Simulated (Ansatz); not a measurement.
Take PtS₂ in the CdI2 type structure (space group P-3m1, No. 164; a = 3.5523 Å, c = 5.1280 Å; layered, stacked along the Cartesian z axis) as the base.

Computed with DFT with r2SCAN+rVV10, PAW potentials and a 500 eV plane-wave cutoff in Ansatz (a program for electronic structure), no SOC.

One change was made to it. Results:

The lattice parameter a increases by 0.0023 Å, from 3.552 Å to 3.555 Å; the band gap drops by 0.34 eV, from 0.80 eV to 0.46 eV.

Name the change that was made.
(A) pressure 3 GPa
(B) pressure 7.5 GPa
(C) pressure 10 GPa
(D) pressure 0.3 GPa
(E) pressure 1.5 GPa

E, pressure 1.5 GPa. For comparison, the band gap in the other runs: pressure 10 GPa gives zero; pressure 7.5 GPa gives zero; pressure 0.3 GPa gives 0.71 eV; pressure 3 GPa gives 0.22 eV.

A case with no gap was solved on a k-mesh chosen for an insulator, which is coarse for it. With Pt present, leaving out spin-orbit coupling can change the band edges. Load acts through the strain it causes; cell and atoms are relaxed under it. Whether these cells are dynamically stable was not tested. No other phases were tried under pressure. All final runs are without spin polarisation. A zero or small gap of PtS2 under pressure 10 GPa, PtS2 under pressure 7.5 GPa and PtS2 under pressure 3 GPa can be the functional's error rather than a property of the material.
